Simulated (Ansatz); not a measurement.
The reference is Cu in the fcc (Cu type) structure (space group Fm-3m, No. 225; relaxed with 0.1 eV smearing).

```
CELL_PARAMETERS angstrom
      0.00000     1.78189     1.78189
      1.78189     0.00000     1.78189
      1.78189     1.78189     0.00000
ATOMIC_POSITIONS crystal
  Cu 0.00000 0.00000 0.00000
```

Computed with Kohn–Sham DFT with the PBEsol functional, run in Ansatz (an electronic-structure program) with PAW and 420 eV plane waves, no spin-orbit coupling.

Base values:

- Pressure = 0.0 GPa

The change: the cell is scaled by 1.0250 in all directions; the atoms relax in the strained cell.

Predict the new energy relative to the base and pressure.

The energy grows by 30 meV/atom; the pressure goes from zero to -10.4 GPa.

Stability against distortions was not tested. The final runs are not spin-polarised.
